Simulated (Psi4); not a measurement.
Psi4 1.11, B3LYP/def2-svpd: Ag(OH)(CO) ([O+]#[C-]->[Ag][OH]), 5 atoms. The geometry is a generated start, not checked to be a minimum at this level.

```json
{
 "task": "energy",
 "method": "b3lyp",
 "basis": "def2-svpd",
 "memory": "3 GB",
 "maxiter": "100",
 "keys_of_the_molecule_block": "symmetry c1",
 "scf_type": "df (default)",
 "e_convergence": "1e-06 (default)",
 "d_convergence": "1e-06 (default)",
 "dft_radial_points": "75 (default)",
 "dft_spherical_points": "302 (default)",
 "effective_core_potentials": "those of the basis set, past Kr",
 "basis_functions": "108",
 "grid_points": "108998"
}
```

```xyz
5

Ag    -0.0011     0.0520    -0.0105
O     -0.4245     1.5301    -1.0952
H     -0.3104     2.1749    -1.7854
O      0.4314    -2.3241     1.7941
C      0.3045    -1.4329     1.0970
```

Charge 0 and multiplicity 1 are set for this test and not shown to be the ground state.

With the defaults (diis = true, scf_initial_accelerator = adiis, damping_percentage = 0, guess = auto, which took SAD, level_shift = 0, level_shift_cutoff = 0.01, soscf = false, soscf_start_convergence = 0.01, diis_max_vecs = 10) it converges in 11 SCF iterations. One run each on 2 threads, with these changes:
- level_shift = 0.5, level_shift_cutoff = 0.001
- guess = sap
- guess = core
- damping_percentage = 20
- diis = false, scf_initial_accelerator = none, damping_percentage = 60
- diis_max_vecs = 3
- scf_initial_accelerator = ediis
- guess = sapgau
- soscf = true, soscf_start_convergence = 0.001

**Question.** Which of these changes keep the SCF from converging, or lead it to another solution?

**Answer.** No convergence: diis = false, scf_initial_accelerator = none, damping_percentage = 60 (the run ends without SCF convergence in 100 iterations). The rest reach the solution of the defaults.

```csv
setting,SCF iterations,JK calls,end
"soscf = true, soscf_start_convergence = 0.001",9,20,same solution
"level_shift = 0.5, level_shift_cutoff = 0.001",10,11,same solution
the defaults,11,12,same solution
scf_initial_accelerator = ediis,11,12,same solution
guess = core,15,15,same solution
guess = sap,15,15,same solution
guess = sapgau,16,16,same solution
diis_max_vecs = 3,18,19,same solution
damping_percentage = 20,21,22,same solution
"diis = false, scf_initial_accelerator = none, damping_percentage = 60",100,101,no convergence
```

An SOSCF iteration holds several JK calls; a Hückel guess adds calls on atoms. 1 further run of the study ended by our limits or in an error and is left out.
